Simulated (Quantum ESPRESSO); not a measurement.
**Quick settings and what they miss: YAl2 (Fd-3m, 6 atoms in the cell)**

Self-consistent single point.

```
CELL_PARAMETERS angstrom
      0.00000     3.86518     3.86518
      3.86518     0.00000     3.86518
      3.86518     3.86518     0.00000
ATOMIC_POSITIONS crystal
  Y  0.75000 0.75000 0.75000
  Y  0.50000 0.50000 0.50000
  Al 0.12500 0.62500 0.12500
  Al 0.12500 0.12500 0.12500
  Al 0.62500 0.12500 0.12500
  Al 0.12500 0.12500 0.62500
```

Computed with PBEsol, GBRV 1.5 ultrasoft (PBESOL) pseudopotentials (plane waves; Quantum ESPRESSO 7.5).

Base settings: ecutwfc = 40 Ry; ecutrho = 320 Ry; occupations = smearing; smearing = gaussian; degauss = 0.0073499 Ry; potentials = {Y: y_pbesol_v1.4.uspp.F.UPF, Al: al_pbesol_v1.uspp.F.UPF}; K_POINTS = automatic 10 10 10 0 0 0; conv_thr = 1e-10 Ry.

Tight run (finer mesh or higher cutoff; not a proven limit): ecutwfc: 40 Ry → 56 Ry; ecutrho: 320 Ry → 448 Ry; conv_thr: 1e-10 Ry → 7.3e-11 Ry; K_POINTS: automatic 10 10 10 0 0 0 → automatic 14 14 14 0 0 0. It gave Fermi level (on the code's own zero) 9.82 eV; pressure 2.41 GPa.

Quick runs, as changes from the base:
- A: the base itself
- B: ecutwfc: 40 Ry → 28 Ry; ecutrho: 320 Ry → 224 Ry; K_POINTS: automatic 10 10 10 0 0 0 → automatic 4 4 4 0 0 0
- C: ecutwfc: 40 Ry → 32 Ry; ecutrho: 320 Ry → 256 Ry; smearing: gaussian → marzari-vanderbilt; degauss: 0.0073499 Ry → 0.036749 Ry; K_POINTS: automatic 10 10 10 0 0 0 → automatic 2 2 2 1 1 1
- D: ecutwfc: 40 Ry → 28 Ry; ecutrho: 320 Ry → 224 Ry; smearing: gaussian → fermi-dirac; degauss: 0.0073499 Ry → 0.0099958 Ry; conv_thr: 1e-10 Ry → 7.3e-05 Ry; K_POINTS: automatic 10 10 10 0 0 0 → automatic 8 8 8 1 1 1
- E: ecutwfc: 40 Ry → 32 Ry; ecutrho: 320 Ry → 256 Ry; smearing: gaussian → marzari-vanderbilt; degauss: 0.0073499 Ry → 0.0099958 Ry; K_POINTS: automatic 10 10 10 0 0 0 → automatic 6 6 6 1 1 1
- F: ecutwfc: 40 Ry → 24 Ry; ecutrho: 320 Ry → 192 Ry; conv_thr: 1e-10 Ry → 7.3e-05 Ry; K_POINTS: automatic 10 10 10 0 0 0 → automatic 6 6 6 1 1 1

Energies are extrapolated to zero smearing width, which holds to low order in the width alone (under cold and Methfessel-Paxton smearing the free energy itself is taken).

Dashes: time of B, C, D, F, under 30 s; pressure of D, F, not trusted under this conv_thr with d or f elements.

The count of work is k-points × plane waves × bands × iterations; it is no time. Core times come from one kind of shared machine and are given to one figure; runs under 30 s give none.

The starting cell comes from a database of computed structures (which also holds hypothetical and non-ambient phases and stackings), without a prior relaxation at this level. Its lattice was rescaled by a random factor within 2.5 % of one.

| run | energy less tight (meV/atom) | pressure less tight (GPa) | count of work / tight | core time / tight (rough) |
|---|---|---|---|---|
| A | 1.7 | -0.02 | 0.27 | 0.3 |
| B | -8.0 | 0.15 | 0.025 | – |
| C | -38.0 | -0.25 | 0.0076 | – |
| D | 3.6 | – | 0.058 | – |
| E | 3.0 | 0.05 | 0.12 | 0.1 |
| F | 17.0 | – | 0.022 | – |

Among the runs at the tight run's level, the energy misses run from 1.7 to 38.0 meV/atom.
